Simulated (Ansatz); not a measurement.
Here is the system:

End structure of Sn on the 1x1 (0001) surface of hcp Ru, one in a 2x2 cell, started at the site 'hollow Ru-Ru-Ru':

```xyz
17
Lattice="5.4428 0.0000 0.0000 -2.7214 4.7136 0.0000 0.0000 0.0000 25.5000" Properties=species:S:1:pos:R:3 pbc="T T T"
Ru     1.3607     0.7856     9.5965
Ru     0.0000     3.1424     9.5965
Ru     4.0821     0.7856     9.5965
Ru     2.7214     3.1424     9.5965
Ru     0.0000     1.5712    11.6704
Ru    -1.3607     3.9280    11.6704
Ru     2.7214     1.5712    11.6704
Ru     1.3607     3.9280    11.6704
Ru     1.3571     0.7835    13.8302
Ru     0.0000     3.1424    13.7736
Ru     4.0857     0.7835    13.8302
Ru     2.7214     3.1466    13.8302
Ru     0.0000     1.6003    15.9220
Ru    -1.3355     3.9135    15.9220
Ru     2.7214     1.5712    15.9167
Ru     1.3355     3.9135    15.9220
Sn     0.0000     0.0000    18.1449
```

Model: 17-atom slab, 6.3 Å thick at the start under the adsorbate (thin: gaps and levels are the slab's own), 6x6x1 mesh, Fermi-Dirac 0.1 eV, dipole correction, 8 atoms held, the rest relaxed; held to the start's symmetry, so lower structures may exist; no spin, no spin-orbit, no U, no dispersion correction. At the end it is bonded to 3 Ru. In PBE this state lies 0.05 eV over the lowest of the starts that converged ('bridge Ru-Ru (span 2.7 Å)').

A negative adsorption energy means that the adsorbate is more stable on the surface than in its reference.

Problem. What is the computed change of the work function (Ansatz (a quantum-chemistry and plane-wave program) with PBE)?

Solution. -0.45 eV

Problem. Predict the adsorption energy against an atom of beta tin from PBE.

Solution. -25.7 kcal/mol

Problem. Give the change of the step from the bottom to the top vacuum level, against the clean slab at the level PBE.

Solution. -0.48 eV

Problem. What is the computed work function of the top face (PBE)?

Solution. 4.54 eV
